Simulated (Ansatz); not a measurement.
## Effective masses and thermopower of MgO under load (space group I4/mmm)

Given:

```
MgO
1.0
    0.00000     2.11481     2.09468
    2.11481     0.00000     2.09468
    2.11481     2.11481     0.00000
Mg O
1 1
Direct
  0.00000   0.00000   0.00000
  0.50000   0.50000   0.50000
```

Computed with r2SCAN, rigid bands (plane waves, PAW, scalar-relativistic; Ansatz, a program for electronic structure). Condition of this run: biaxial stress xx = yy = -2 GPa (compression positive) (the target of the relaxation). Cell: cell and atoms relaxed with r2SCAN, then loaded as said.

The band gap comes out as 5.59 eV and the electron conductivity mass (300 K, dilute) comes out as 0.37 (x), 0.37 (y), 0.38 (z) mₑ. The hole conductivity mass (300 K, dilute) is 2.3 (x), 2.3 (y), 2.2 (z) mₑ, the effective density of states N_c (300 K) comes out as 5.8e18 cm⁻³ and the effective density of states N_v (300 K) is 2.4e20 cm⁻³. The density-of-states mass, electrons is 0.38 mₑ. The density-of-states mass, holes is 4.5 mₑ, the Seebeck coefficient, n-type 1e19 cm⁻³, 300 K is -178 μV/K and the best n-type power factor at 300 K for τ = 10 fs (best axis; densities from 1e16 to 1e21 cm⁻³ tried, whether or not they can be reached) is 2.5 μW/(cm·K²) at 3e19 cm⁻³. The Seebeck coefficient, p-type 1e19 cm⁻³, 300 K is 500 μV/K.

Rigid bands; masses and Seebeck coefficients take one relaxation time τ for all states and one kind of carrier; polarons and phonon drag are left out. Spin-orbit coupling is left out.
